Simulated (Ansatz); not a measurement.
N interstitial in wurtzite GaN (start: void with 1N nearest, no. 2; 192-site cell, 2×2×2 shifted sampling). Calculation: PBE, PAW (plane waves to 420 eV; Ansatz, an electronic-structure program). Total energies of the localised charge states, counted from that of charge +1, and their image corrections (point charge with alignment); the host's valence-band maximum lies at 9.261 eV on the cells' energy zero and its gap is 1.71 eV.

| charge | moment (μB) | E − E(first) (eV) | correction (eV) |
|---|---|---|---|
| +1 | 2.0 | 0.000 | 0.174 |
| 0 | 1.0 | 10.702 | 0.000 |

Derive the transition levels above the valence-band maximum and say which of them are thermodynamic.

A level is the Fermi energy at which two charges have equal formation energy: ε(q/q′) = [E(q′) + corr(q′) − E(q) − corr(q)] / (q − q′) − E_VBM.
ε(+1/0) = [(10.702 + 0.000) − (0.000 + 0.174)] / 1 − 9.261 = 1.27 eV
Thermodynamic levels at least 0.1 eV inside the gap: (+1/0) at 1.27 eV. They hold to tenths of an eV in this cell. Charges with a result: +2, +1, 0, −1, −2. Others weren't obtained, and one of them could lie lower, also by skipping a charge. At charge −2 the carrier sat in host band states, shallow at most. Charge +2 has its level within 0.1 eV of a band edge or past it. Charge −1 has its level within 0.1 eV of a band edge or past it. The geometries come from one start. Flagged in the runs: a host whose relaxation on this sampling wasn't shown to rest.
